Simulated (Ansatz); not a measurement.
Base system: InP (space group Pm-3n, No. 223; a hypothetical phase, not in the database extracts checked).

```cif
data_In6P6
_chemical_formula_sum 'In6 P6'
_space_group_name_H-M_alt 'P 1'
_space_group_IT_number 1
_cell_length_a 7.24107
_cell_length_b 7.24107
_cell_length_c 7.24107
_cell_angle_alpha 90.000
_cell_angle_beta 90.000
_cell_angle_gamma 90.000
loop_
_space_group_symop_operation_xyz
  'x, y, z'
loop_
_atom_site_label
_atom_site_type_symbol
_atom_site_fract_x
_atom_site_fract_y
_atom_site_fract_z
_atom_site_occupancy
In1 In 0.25000 0.00000 0.50000 1
In2 In 0.50000 0.25000 0.00000 1
In3 In 0.50000 0.75000 0.00000 1
In4 In 0.75000 0.00000 0.50000 1
In5 In 0.00000 0.50000 0.75000 1
In6 In 0.00000 0.50000 0.25000 1
P1 P 0.25000 0.50000 0.00000 1
P2 P 0.00000 0.25000 0.50000 1
P3 P 0.00000 0.75000 0.50000 1
P4 P 0.75000 0.50000 0.00000 1
P5 P 0.50000 0.00000 0.75000 1
P6 P 0.50000 0.00000 0.25000 1
```

Method: DFT with PBEsol, PAW potentials and a 420 eV plane-wave cutoff in Ansatz (a first-principles code), scalar-relativistic without spin-orbit coupling.

For the base:

```
Quantity                            Result
---------------  -------------------------
Volume per atom                   31.64 Å³
Hole mass        0.047, 1.9, 1.9 mₑ (at Γ)
```

It is then changed as follows: a hydrostatic pressure of 5 GPa.

Question: Predict the new volume per atom.

Answer: The volume per atom drops by 2.46 Å³, from 31.64 Å³ to 29.18 Å³.

Question: What does the calculation give for the hole mass after the change?

Answer: The hole mass (degenerate bands, along [100]) becomes 0.068, 1.7, 1.7 mₑ (at Γ) (base: 0.047, 1.9, 1.9 mₑ (at Γ)).

Question: What happens to the mean gap deformation potential ΔEg/Δln V?

Answer: The mean gap deformation potential ΔEg/Δln V amounts to -5.3 eV.

Load acts through the strain it causes; cell and atoms are relaxed under it. Effective masses come from finite differences of ±0.01 Å⁻¹. Whether these cells are dynamically stable was not tested. No other phases were tried under pressure.
